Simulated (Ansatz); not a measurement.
Base system: LaB6 (space group Pm-3m, No. 221; a = 4.1299 Å). Axes: x, y, z lie along the cube axes.

Level of theory: PBEsol, PAW, 420 eV (Ansatz, a program for electronic structure; scalar-relativistic without spin-orbit coupling).

Before the change:

```
Quantity                          Value
-----------------------------  --------
Pressure                        0.0 GPa
Shortest interatomic distance  164.9 pm
```

Perturbation: the cell is compressed by 5.23 % along y with no lateral relaxation; the atoms relax in the strained cell.

### Question
Estimate the effect on the energy relative to the base, pressure and shortest interatomic distance.

### Answer
The energy goes up by 46 meV/atom; the pressure (mean of the normal stresses, compression positive) goes from zero to 11.1 GPa; the shortest interatomic distance falls by 8.7 pm (164.9 pm → 156.2 pm).

Without a gap, meshes like the base's 11×11×11 leave anisotropic stresses uncertain by several tenths of a GPa, and small strain energies with them. No phonon test of stability was made. All final runs are without spin polarisation. An odd electron count without spin: LaB6.
